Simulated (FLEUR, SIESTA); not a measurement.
A FLEUR input for a self-consistent single point of IrRu₃ (P6_3/mmc, 8 atoms in the cell) (DFT, PBEsol, all-electron FLAPW (FLEUR), scalar-relativistic valence):

Input of the input generator:

```
IrRu3 FLAPW
&input film=f /
9.8229674257 -0.0000002554 0.0000000000
-4.9114834916 8.5069394589 0.0000000000
0.0000000000 0.0000000000 7.8009897534
1.0
1.0 1.0 1.0

8
44 0.1658100000 0.3316200000 0.2500000000
44 0.8341900000 0.6683800000 0.7500000000
44 0.8341900000 0.1658100000 0.7500000000
44 0.1658100000 0.8341900000 0.2500000000
44 0.6683800000 0.8341900000 0.2500000000
44 0.3316200000 0.1658100000 0.7500000000
77 0.3333333333 0.6666666667 0.7500000000
77 0.6666666667 0.3333333333 0.2500000000

&comp jspins=1 /
&exco xctyp='PBEs' /
&kpt div1=5 div2=5 div3=5 /
&end /
```

```xml
<?xml version="1.0" encoding="UTF-8" standalone="no"?>
<fleurInput fleurInputVersion="0.39">
   <comment>
      IrRu3 FLAPW                                                                                         
   </comment>
   <calculationSetup>
      <cutoffs Kmax="4.3" Gmax="17.2" GmaxXC="17.2" numbands="0"/>
      <scfLoop itmax="100" minDistance="0.00001" maxIterBroyd="99" imix="Anderson" alpha="0.05" precondParam="0.0" spinf="2.0"/>
      <coreElectrons ctail="T" frcor="F" kcrel="0" coretail_lmax="0"/>
      <xcFunctional name="PBEs" relativisticCorrections="F"/>
      <magnetism jspins="1"/>
      <soc l_soc="F" theta="0.0" phi="0.0" spav="F"/>
      <expertModes spex="0" secvar="F"/>
      <geometryOptimization l_f="T" forcealpha="1.0" forcemix="BFGS" epsdisp="0.00001" epsforce="0.00001"/>
      <ldaU l_linMix="F" mixParam="0.05" spinf="1.0"/>
   </calculationSetup>
   <cell>
      <bzIntegration valenceElectrons="114.0" mode="gauss" fermiSmearingEnergy="0.00999582">
         <kPointListSelection listName="default-1"/>
         <!-- k-points included here -->
         <xi:include xmlns:xi="http://www.w3.org/2001/XInclude" href="kpts.xml"> </xi:include>
      </bzIntegration>
      <!-- symmetry operations included here -->
      <xi:include xmlns:xi="http://www.w3.org/2001/XInclude" href="sym.xml"> </xi:include>
      <bulkLattice scale="1.0">
         <bravaisMatrix>
            <row-1>    9.8229674256999999    -0.0000002554000000     0.0000000000000000</row-1>
            <row-2>   -4.9114834916000003     8.5069394588999998     0.0000000000000000</row-2>
            <row-3>    0.0000000000000000     0.0000000000000000     7.8009897533999997</row-3>
         </bravaisMatrix>
      </bulkLattice>
   </cell>
   <atomSpecies>
      <species name="Ruthenium (Ru)" element="Ru" atomicNumber="44">
         <mtSphere radius="2.29" gridPoints="791" logIncrement="0.016"/>
         <atomicCutoffs lmax="8" lnonsphr="6"/>
         <electronConfig flipSpins="F">
            <coreConfig>(1s1/2) (2s1/2) (2p1/2) (2p3/2) (3s1/2) (3p1/2) (3p3/2) (4s1/2) (3d3/2) (3d5/2)</coreConfig>
            <valenceConfig>(4p1/2) (4p3/2) (5s1/2) (4d3/2) (4d5/2)</valenceConfig>
            <stateOccupation state="(5s1/2)" spinUp="0.5" spinDown="0.5"/>
            <stateOccupation state="(4d3/2)" spinUp="1.4" spinDown="1.4"/>
            <stateOccupation state="(4d5/2)" spinUp="2.1" spinDown="2.1"/>
         </electronConfig>
         <energyParameters s="5" p="5" d="4" f="4"/>
         <lo type="SCLO" l="1" n="4" eDeriv="0"/>
      </species>
      <species name="Iridium (Ir)" element="Ir" atomicNumber="77">
         <mtSphere radius="2.31" gridPoints="797" logIncrement="0.017"/>
         <atomicCutoffs lmax="10" lnonsphr="8"/>
         <electronConfig flipSpins="F">
            <coreConfig>(1s1/2) (2s1/2) (2p1/2) (2p3/2) (3s1/2) (3p1/2) (3p3/2) (4s1/2) (3d3/2) (3d5/2) (4p1/2) (4p3/2) (5s1/2) (4d3/2) (4d5/2) (4f5/2) (4f7/2)</coreConfig>
            <valenceConfig>(5p1/2) (5p3/2) (6s1/2) (5d3/2) (5d5/2)</valenceConfig>
            <stateOccupation state="(5d3/2)" spinUp="1.4" spinDown="1.4"/>
            <stateOccupation state="(5d5/2)" spinUp="2.1" spinDown="2.1"/>
         </electronConfig>
         <energyParameters s="6" p="6" d="5" f="5"/>
         <lo type="SCLO" l="1" n="5" eDeriv="0"/>
      </species>
   </atomSpecies>
   <atomGroups>
      <atomGroup species="Ruthenium (Ru)">
         <relPos label="                   1">.1658100000 .3316200000 1.000/4.000</relPos>
         <relPos label="                   2">-.1658100000 -.3316200000 -1.000/4.000</relPos>
         <relPos label="                   3">-.1658100000 .1658100000 -1.000/4.000</relPos>
         <relPos label="                   4">.1658100000 -.1658100000 1.000/4.000</relPos>
         <relPos label="                   5">-.3316200000 -.1658100000 1.000/4.000</relPos>
         <relPos label="                   6">.3316200000 .1658100000 -1.000/4.000</relPos>
         <force calculate="T" relaxXYZ="TTT"/>
      </atomGroup>
      <atomGroup species="Iridium (Ir)">
         <relPos label="                   7">1.000/3.000 -1.000/3.000 -1.000/4.000</relPos>
         <relPos label="                   8">-1.000/3.000 1.000/3.000 1.000/4.000</relPos>
         <force calculate="T" relaxXYZ="TTT"/>
      </atomGroup>
   </atomGroups>
   <output dos="F" band="F" slice="F">
      <checks vchk="F" cdinf="F"/>
      <bandDOS minEnergy="-.5*Htr" maxEnergy="0.5*Htr" sigma="0.015" storeEVData="T"/>
      <vacuumDOS vacdos="F" integ="F" star="F" nstars="0" locx1="0.0" locy1="0.0" locx2="0.0" locy2="0.0" nstm="0" tworkf="0.0"/>
      <unfoldingBand unfoldBand="F" supercellX="1" supercellY="1" supercellZ="1"/>
      <plotting iplot="0" polar="F">
         <plot TwoD="T" vec1="  1.0  0.0  0.0" vec2="  0.0  1.0  0.0" vec3="  0.0  0.0  1.0" zero="  0.0  0.0  0.0" file="plot"/>
      </plotting>
      <chargeDensitySlicing numkpt="0" minEigenval="0.0" maxEigenval="0.0" nnne="0" pallst="F"/>
      <specialOutput eonly="F"/>
      <magneticCircularDichroism mcd="F" energyLo="-10.0" energyUp="0.0"/>
   </output>
  <!-- We include the file relax.xml here to enable relaxations (see documentation) -->
  <xi:include xmlns:xi="http://www.w3.org/2001/XInclude" href="relax.xml"> <xi:fallback/> </xi:include>
</fleurInput>
```

Question: Translate this input to SIESTA.

Answer: One input that does it (others would too):

```
# files in the folder: Ru.psml Ir.psml (PseudoDojo PBEsol standard)
SystemName  IrRu3
SystemLabel IrRu3

NumberOfAtoms                8
NumberOfSpecies              2
%block ChemicalSpeciesLabel
  1 44 Ru
  2 77 Ir
%endblock ChemicalSpeciesLabel
LatticeConstant              5.198091 Ang
%block LatticeVectors
     1.000000000    0.000000000    0.000000000
    -0.499999904    0.866025239    0.000000000
     0.000000000    0.000000000    0.794158086
%endblock LatticeVectors
AtomicCoordinatesFormat      Fractional
%block AtomicCoordinatesAndAtomicSpecies
     0.165810000    0.331620000    0.250000000  1
     0.834190000    0.668380000    0.750000000  1
     0.834190000    0.165810000    0.750000000  1
     0.165810000    0.834190000    0.250000000  1
     0.668380000    0.834190000    0.250000000  1
     0.331620000    0.165810000    0.750000000  1
     0.333333000    0.666667000    0.750000000  2
     0.666667000    0.333333000    0.250000000  2
%endblock AtomicCoordinatesAndAtomicSpecies

XC.functional                GGA
XC.authors                   PBEsol
PAO.BasisSize                DZP
PAO.EnergyShift              0.01 Ry
MeshCutoff                   300 Ry
%block kgrid.MonkhorstPack
    5   0   0  0.0
    0   5   0  0.0
    0   0   5  0.0
%endblock kgrid.MonkhorstPack
OccupationFunction           MP
OccupationMPOrder            0
ElectronicTemperature        272.0 meV

MaxSCFIterations             150
SCF.Mixer.Method             Pulay
SCF.Mixer.Weight             0.25
SCF.Mixer.History            6
SCF.DM.Tolerance             1.0E-04
Diag.ParallelOverK           true
WriteForces                  true
Charge.Mulliken              end
```

Basis, cutoffs, solver keys and any potentials are the target program's own. This input uses DFT, GGA PBEsol, numerical atomic orbitals DZP, PseudoDojo PBEsol standard norm-conserving potentials (rewritten from UPF to PSML).

The starting cell comes from a database of computed structures (which also holds hypothetical and non-ambient phases and stackings), without a prior relaxation at this level. Its lattice was rescaled by a random factor within 2.5 % of one. For this run, on top of that: lattice scaled by 0.98.
